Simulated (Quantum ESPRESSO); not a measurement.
Input and output of a self-consistent single point for TiGa3 (I4mm, 4 atoms in the cell) (Quantum ESPRESSO).

Computed with LDA (PZ), GBRV 1.5 ultrasoft (LDA) pseudopotentials (plane waves; Quantum ESPRESSO 7.5).

The change in words: lattice scaled by 0.98. Reference geometry:
```yaml
crystal:
  lattice:
    - [-1.87479, 1.87479, 4.35533]
    - [1.87479, -1.87479, 4.35533]
    - [1.87479, 1.87479, -4.35533]
  atoms:
    - { symbol: Ti, position: [0.00574, 0.00574, 0.00000] }
    - { symbol: Ga, position: [0.75000, 0.25000, 0.50000] }
    - { symbol: Ga, position: [0.25000, 0.75000, 0.50000] }
    - { symbol: Ga, position: [0.50000, 0.50000, 0.00000] }
```

Reference input (self-consistent single point, DFT, LDA (PZ), plane waves, GBRV 1.5 ultrasoft (LDA) pseudopotentials): ecutwfc = 50 Ry; ecutrho = 400 Ry; occupations = smearing; smearing = gaussian; degauss = 0.0073499 Ry; potentials = {Ti: ti_lda_v1.4.uspp.F.UPF, Ga: ga_lda_v1.4.uspp.F.UPF}; K_POINTS = automatic 6 6 6 0 0 0; conv_thr = 1e-11 Ry; mixing_beta = 0.7. This run's input differs from it in these lines:

```diff
@@ -32,5 +32,5 @@
 CELL_PARAMETERS {angstrom}
-  -1.87478900     1.87478900     4.35533000
-   1.87478900    -1.87478900     4.35533000
-   1.87478900     1.87478900    -4.35533000
+  -1.83729300     1.83729300     4.26822300
+   1.83729300    -1.83729300     4.26822300
+   1.83729300     1.83729300    -4.26822300
```

Output (repeated stretches shortened):

```
     Self-consistent Calculation

     iteration #  1     ecut=    50.00 Ry     beta= 0.70

     total energy              =   -1291.07168894 Ry
     estimated scf accuracy    <      95.67728720 Ry

     iteration #  2     ecut=    50.00 Ry     beta= 0.70
     c_bands:  1 eigenvalues not converged

     total energy              =   -1341.64707403 Ry
     estimated scf accuracy    <     222.24972447 Ry

     iteration #  3     ecut=    50.00 Ry     beta= 0.70

     total energy              =   -1365.81906265 Ry
     estimated scf accuracy    <      16.52147974 Ry

   [... 13 blocks of this kind left out ...]

     iteration # 17     ecut=    50.00 Ry     beta= 0.70

     negative rho (up, down):  4.176E-04 0.000E+00

     total energy              =   -1364.29485692 Ry
     estimated scf accuracy    <          8.5E-11 Ry

     iteration # 18     ecut=    50.00 Ry     beta= 0.70

     negative rho (up, down):  4.176E-04 0.000E+00
     End of self-consistent calculation

     the Fermi energy is    15.2025 ev

!    total energy              =   -1364.29485692 Ry
     estimated scf accuracy    <          7.4E-12 Ry
     smearing contrib. (-TS)   =      -0.00030878 Ry
     internal energy E=F+TS    =   -1364.29454813 Ry

     convergence has been achieved in  18 iterations

     negative rho (up, down):  4.176E-04 0.000E+00

     Forces acting on atoms (cartesian axes, Ry/au):

     atom    1 type  1   force =     0.00000000    0.00000000   -0.01329053
     atom    2 type  2   force =     0.00000000    0.00000000    0.00825672
     atom    3 type  2   force =     0.00000000    0.00000000    0.00825672
     atom    4 type  2   force =     0.00000000    0.00000000   -0.00322291

     Total force =     0.017983     Total SCF correction =     0.000002

     negative rho (up, down):  4.176E-04 0.000E+00
          total   stress  (Ry/bohr**3)                   (kbar)     P=       26.75
   0.00019865  -0.00000000  -0.00000000           29.22       -0.00       -0.00
   0.00000000   0.00019865  -0.00000000            0.00       29.22       -0.00
  -0.00000000  -0.00000000   0.00014821           -0.00       -0.00       21.80

   JOB DONE.
```

The run converged in 18 iterations. Against the reference run the free energy falls by 4.3 meV/atom, the pressure goes from -4.53 to 2.67 GPa and the largest force goes from 0.265 to 0.342 eV/Å. The full log also holds: “c_bands:  1 eigenvalues not converged”.

The starting cell comes from a database of computed structures (which also holds hypothetical and non-ambient phases and stackings), without a prior relaxation at this level. Its lattice was rescaled by up to half a per cent. One atom was moved a little off its site on purpose. For this run, on top of that: lattice scaled by 0.98. Spin polarisation is off.

Cost on one core of a shared machine: roughly 2 min.
